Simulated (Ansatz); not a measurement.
## Response to strain and stress in YN

Start from YN in the rock salt structure (space group Fm-3m, No. 225).

```
YN
1.0
    0.00000     2.42808     2.42808
    2.42808     0.00000     2.42808
    2.42808     2.42808     0.00000
N Y
1 1
Direct
  0.00000   0.00000   0.00000
  0.50000   0.50000   0.50000
```

Cartesian axes are those of the cell as printed.

Strains are applied to the cell and any free atomic positions relax; under biaxial strain the out-of-plane vector relaxes too; under stress the whole cell relaxes.

The values are results of Kohn–Sham DFT with the PBEsol functional, run in Ansatz (a first-principles code) with PAW and 420 eV plane waves, spin-orbit coupling left out, not measurements.

Candidates:
(a) uniaxial stress, 8 GPa tension along z
(b) isotropic strain −3.00 %
(c) biaxial strain −0.63 %, plane normal [001], relaxed out of plane

Notes on the quantities. energy relative to the base: free energy F.

Problem. Order them by energy relative to the base, lowest first.

Solution. (c) biaxial strain −0.63 %, plane normal [001], relaxed out of plane (+1.4 meV/atom), (a) uniaxial stress, 8 GPa tension along z (+11 meV/atom), (b) isotropic strain −3.00 % (+68 meV/atom)

The mesh was chosen for an insulator and is coarse for the gapless case. Stability under load was not tested beyond the relaxation. The final runs are not spin-polarised.
